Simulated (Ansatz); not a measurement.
We consider HfPt (Cmcm, No. 63; cell taken from a computed entry), described by r²SCAN (plane waves, PAW; Ansatz, a first-principles code).

Numerical settings: plane-wave cutoff 500 eV, 18×18×14 k mesh (along the axes of the cell as run), Fermi–Dirac smearing 0.1 eV, scalar-relativistic PAW data made under PBE.

Computed at the level's own relaxed cell.

Q: What does this level give for the equilibrium volume per atom?

A: 
- equilibrium volume per atom: 18.66 Å³/atom

The run finds no gap.

Note: the relaxation could not lower the start's symmetry, so the cell can be a saddle point above a distorted one.

Spin–orbit coupling is not included.

Computed values are for the static lattice.

The result took about 50 core-minutes (a rough figure).
